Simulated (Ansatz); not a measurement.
# A computed series for hypothetical P4_2/mnm GaN: carrier doping

Base system: GaN (space group P4_2/mnm, No. 136; a hypothetical phase, not in the database extracts checked).

```
CELL_PARAMETERS angstrom
      5.47037     0.00000     0.00000
      0.00000     5.47037     0.00000
      0.00000     0.00000     3.18290
ATOMIC_POSITIONS crystal
  Ga 0.32061 0.67939 0.00000
  Ga 0.67939 0.32061 0.00000
  Ga 0.82061 0.82061 0.50000
  Ga 0.17939 0.17939 0.50000
  N  0.31752 0.31752 0.00000
  N  0.68248 0.68248 0.00000
  N  0.18248 0.81752 0.50000
  N  0.81752 0.18248 0.50000
```

Carriers are added at fixed cell with a uniform background; the Fermi–Dirac width is that of 300 K.

All numbers come from plane-wave PAW DFT at the PBEsol level (Ansatz, a first-principles code, 420 eV), spin-orbit coupling left out.

Notes on the quantities. Fermi level from band edge: Fermi level relative to the doped band's edge (positive inside the band; to 0.05 eV).

| electron density (10^21 cm⁻³) | Fermi level from band edge (eV) |
|---|---|
| 5 | 2.15 |
| 7 | 2.30 |
| 10 | ? |
| 20 | 2.75 |

Fit E_F = C n^s, fitted as a line in log–log form (a parabolic band gives s = 2/3) to the rows shown and predict the withheld row.

Least squares on the printed values gives C = 1.63 eV, s = 0.18 (largest residual 0.01 eV); this predicts 2.44 eV, and the run gives 2.45 eV, in agreement.

Carriers are added with a uniform compensating background; total energy and stress of such cells depend on the potential's zero and are not compared; many-body gap narrowing is missing at this level. Whether these cells are dynamically stable was not tested.
